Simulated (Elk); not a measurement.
# Worked example: self-consistent single point of MnS (Fm-3m, 4 atoms in the cell) in Elk

Computed with PBE, all-electron FP-LAPW, Elk's shipped species files, APW+lo basis with extra local orbitals (Elk).

The input file:

```
tasks
  0

xctype
  20

spinpol
  .true.

reducebf
  0.7

tforce
  .true.

rgkmax
  8.0

gmaxvr
  18.0

lmaxapw
  10

lmaxo
  8

nxlo
  2

lorbcnd
  .true.

lradstp
  2

nrmtscf
  2.0

lmaxi
  4

nempty
  12

stype
  3

swidth
  0.000734986

avec
    9.8643703705    4.9321851853    4.9321851853
    4.9321851853    9.8643703705    4.9321851853
    4.9321851853    4.9321851853    9.8643703705

atoms
  2   : nspecies
  'Mn.in'   : spfname
  2   : natoms; atposl, bfcmt below
  0.0000000000  0.0000000000  0.0000000000    0.0 0.0 -1.25
  0.5000000000  0.5000000000  0.5000000000    0.0 0.0 1.25
  'S.in'   : spfname
  2   : natoms; atposl, bfcmt below
  0.2500000000  0.2500000000  0.2500000000    0.0 0.0 0.0
  0.7500000000  0.7500000000  0.7500000000    0.0 0.0 0.0

ngridk
  4 4 4
```

Output, abridged:

```
│ Elk code version 10.2.4 │

All units are atomic (Hartree, Bohr, etc.)

│ Ground-state run starting from atomic densities │

Lattice vectors :
   9.864370370       4.932185185       4.932185185
   4.932185185       9.864370370       4.932185185
   4.932185185       4.932185185       9.864370370

Unit cell volume      :    479.9302390
Brillouin zone volume :   0.5168463941

Muffin-tin inner radius fraction :   0.1000000000E-01

Nuclei treated as point charges

Species :    1 (Mn)
 parameters loaded from : Mn.in
 name : manganese
 nuclear charge    :   -25.00000000
 electronic charge :    25.00000000
 atomic mass :    100145.9369
 muffin-tin radius :    2.400000000
 number of radial points in muffin-tin :    999
 atomic positions (lattice), magnetic fields (Cartesian) :
   1 :   0.00000000  0.00000000  0.00000000    0.00000000  0.00000000 -1.25000000
   2 :   0.50000000  0.50000000  0.50000000    0.00000000  0.00000000  1.25000000

Species :    2 (S)
 parameters loaded from : S.in
 name : sulphur
 nuclear charge    :   -16.00000000
 electronic charge :    16.00000000
 atomic mass :    58450.91926
 muffin-tin radius :    2.200000000
 number of radial points in muffin-tin :    799
 atomic positions (lattice), magnetic fields (Cartesian) :
   1 :   0.25000000  0.25000000  0.25000000    0.00000000  0.00000000  0.00000000
   2 :  -0.25000000 -0.25000000 -0.25000000    0.00000000  0.00000000  0.00000000

Total number of atoms per unit cell :    4

Spin treatment :
 spin-polarised
 global magnetic field (Cartesian) :    0.000000000       0.000000000       0.000000000
 collinear magnetisation in z-direction

Number of Bravais lattice symmetries :   12
Number of crystal symmetries         :   24
Crystal has inversion symmetry
Real symmetric eigensolver will be used

k-point grid :      4     4     4
k-point offset :    0.000000000       0.000000000       0.000000000
   [... lines left out ...]
 potential will be trimmed for |G| > 2 gkmax
Constant for pseudocharge density :   11
Radial integration step length :    2

G-vector grid sizes :     70    70    70
Number of G-vectors :    47075

Maximum angular momentum used for
 APW functions                      :   10
 outer part of muffin-tin           :    8
 inner part of muffin-tin           :    4

Total nuclear charge    :   -82.00000000
Total core charge       :    40.00000000
Total valence charge    :    42.00000000
Total excess charge     :    0.000000000
Total electronic charge :    82.00000000

Effective Wigner radius, rₛ :    1.117957304

Number of empty states         :   48
Total number of valence states :  138
Total number of core states    :   40

Conduction state local-orbitals added automatically
Total number of local-orbitals :  426

Exchange-correlation functional :     20     0     0
 Perdew-Burke-Ernzerhof, Phys. Rev. Lett. 77, 3865 (1996)
 gradient requirement :    1
 generalised gradient approximation (GGA)

Smearing type :    3
 Fermi-Dirac
Smearing width :   0.7349860000E-03
Effective electronic temperature (K) :    232.0902224

Mixing type :    3
 Broyden mixing, J. Phys. A: Math. Gen. 17, L317 (1984)

Kohn-Sham potential initialised from atomic data
│ Self-consistent loop started │
│ Loop number : 1 │
 total energy                :     -3130.41856136
 total moment                :   0.1950303577E-14
│ Loop number : 2 │
 total energy                :     -3130.29704364
 total moment                :   0.1948361458E-14
RMS change in Kohn-Sham potential (target) :    3.713273342     (  0.1000000000E-05)
Absolute change in total energy (target)   :   0.1215177154     (  0.1000000000E-03)
│ Loop number : 3 │
 total energy                :     -3131.05833584
 total moment                :   0.5778728624E-16
RMS change in Kohn-Sham potential (target) :    1.918628369     (  0.1000000000E-05)
Absolute change in total energy (target)   :   0.7309127743     (  0.1000000000E-03)
│ Loop number : 4 │
 total energy                :     -3105.65044235
 total moment                :   0.1388967933E-14
RMS change in Kohn-Sham potential (target) :   0.7014260384     (  0.1000000000E-05)
Absolute change in total energy (target)   :    25.22516530     (  0.1000000000E-03)
│ Loop number : 5 │
   [... lines left out ...]
RMS change in Kohn-Sham potential (target) :   0.6441245057E-05 (  0.1000000000E-05)
Absolute change in total energy (target)   :   0.4201205229E-04 (  0.1000000000E-03)
│ Loop number : 19 │
 total energy                :     -3115.83911086
 total moment                :   0.1007210504E-14
RMS change in Kohn-Sham potential (target) :   0.2709186664E-05 (  0.1000000000E-05)
Absolute change in total energy (target)   :   0.1028862871E-03 (  0.1000000000E-03)
│ Loop number : 20 │
 total energy                :     -3115.83912483
 total moment                :   0.1109077642E-14
RMS change in Kohn-Sham potential (target) :   0.1754825625E-05 (  0.1000000000E-05)
Absolute change in total energy (target)   :   0.1174942281E-04 (  0.1000000000E-03)
│ Loop number : 21 │
 total energy                :     -3115.83908248
 total moment                :   0.9995212714E-15
RMS change in Kohn-Sham potential (target) :   0.2828977091E-06 (  0.1000000000E-05)
Absolute change in total energy (target)   :   0.4528933459E-04 (  0.1000000000E-03)
Convergence targets achieved

│ Loop number : 22 │

Energies :
 Fermi                       :     0.249194674018
 sum of eigenvalues          :     -1794.07259971
 electron kinetic            :      3147.94802089
 core electron kinetic       :      2883.41928517
 Coulomb                     :     -6107.66200018
 Coulomb potential           :     -4739.74369698
 nuclear-nuclear             :     -413.087866258
 electron-nuclear            :     -6649.40457087
 Hartree                     :      954.830436947
 Madelung                    :     -3737.79015169
 xc potential                :     -201.594995098
 xc effective B-field        :    -0.681934015101
 external B-field            :      0.00000000000
 exchange                    :     -152.649786096
 correlation                 :     -3.47532607582
 electron entropic           :    -0.225009220244E-11
 total energy                :     -3115.83909146
 (external B-field energy excluded from total)

Density of states at Fermi energy :   0.1931470964E-06
 (states/Hartree/unit cell)

Estimated indirect band gap :   0.3162137776E-01
 from k-point     13 to k-point      3
Estimated direct band gap   :   0.4542125855E-01
 at k-point     13

Charges :
 core                        :    40.00000000
 valence                     :    42.00000000
 interstitial                :    5.864394280
 muffin-tins (core leakage)
  species :    1 (Mn)
   atom    1                 :    23.49703889     (  0.8739675650E-12)
   atom    2                 :    23.49703889     (  0.8739675650E-12)
  species :    2 (S)
   atom    1                 :    14.57076397     (  0.7061253064E-04)
   atom    2                 :    14.57076397     (  0.7061253064E-04)
 total in muffin-tins        :    76.13560572
 total calculated charge     :    81.99965781
 total charge                :    82.00000000
 error                       :   0.3421933315E-03

Moments :
 interstitial                :   0.1049348093E-15
 muffin-tins
  species :    1 (Mn)
   atom    1                 :    4.243917557
   atom    2                 :   -4.243917557
  species :    2 (S)
   atom    1                 :   0.8295874419E-22
   atom    2                 :   0.8295874419E-22
 total in muffin-tins        :   0.8881785856E-15
 total moment                :   0.9931133949E-15

│ Self-consistent loop stopped │

Forces :
 species :    1 (Mn)
  atom :    1
   Hellmann-Feynman          :     0.00000000    0.00000000    0.00000000
   IBS                       :    -0.00000000   -0.00000000    0.00000000
   total force               :    -0.00000000   -0.00000000    0.00000000
   total magnitude           :     0.00000000
  atom :    2
   Hellmann-Feynman          :     0.00000000   -0.00000000    0.00000000
   IBS                       :    -0.00000000    0.00000000   -0.00000000
   total force               :    -0.00000000   -0.00000000    0.00000000
   total magnitude           :     0.00000000
 species :    2 (S)
  atom :    1
   Hellmann-Feynman          :     0.00000000    0.00000000    0.00000000
   IBS                       :    -0.00000000   -0.00000000   -0.00000000
   total force               :     0.00000000    0.00000000    0.00000000
   total magnitude           :     0.00000000
  atom :    2
   Hellmann-Feynman          :    -0.00000000    0.00000000   -0.00000000
   IBS                       :     0.00000000   -0.00000000    0.00000000
   total force               :     0.00000000   -0.00000000   -0.00000000
   total magnitude           :     0.00000000
```

The run converged in 22 iterations. The count includes the last loop, which Elk runs after its targets are met.

The starting cell has typed, rounded lattice constants, without a prior relaxation at this level. The magnetic order is the one reached from the typed start; others were not searched systematically. Values depend on the basis (sphere radii, cutoffs, local orbitals), which need not be converged.

Cost on one core of a shared machine: roughly 4 min.
